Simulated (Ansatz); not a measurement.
Base system: BeTe in the zinc blende structure (space group F-43m, No. 216; a = 5.5542 Å). Axes: x, y, z lie along the cube axes.

All numbers come from LDA/PAW in Ansatz (a program for electronic structure), scalar-relativistic without spin-orbit coupling.

Strains are applied to the cell and any free atomic positions relax; under biaxial strain the out-of-plane vector relaxes too.

One change was made to it. Results:

| quantity | base | after |
|---|---|---|
| energy relative to the base (free energy F) | 0 meV/atom | +9.2 meV/atom |
| valence-band top at Γ (three highest levels, from the VBM) | 0.00, 0.00, 0.00 eV | 0.00, 0.00, -0.30 eV |

Task: Which change produced these results?
A) biaxial strain +1.67 %, plane normal [111], relaxed out of plane
B) biaxial strain +0.83 %, plane normal [111], relaxed out of plane
C) biaxial strain −2.50 %, plane normal [111], relaxed out of plane
D) biaxial strain −1.25 %, plane normal [111], relaxed out of plane
E) biaxial strain −2.08 %, plane normal [111], relaxed out of plane

Result: E, biaxial strain −2.08 %, plane normal [111], relaxed out of plane. For comparison, the energy relative to the base in the other runs: biaxial strain −1.25 %, plane normal [111], relaxed out of plane gives +3.3 meV/atom; biaxial strain +0.83 %, plane normal [111], relaxed out of plane gives +1.4 meV/atom; biaxial strain −2.50 %, plane normal [111], relaxed out of plane gives +13 meV/atom; biaxial strain +1.67 %, plane normal [111], relaxed out of plane gives +5.4 meV/atom.

With Te present, leaving out spin-orbit coupling can change the band edges. The levels and masses belong to the bands next to the band gap. Whether these cells are dynamically stable was not tested.
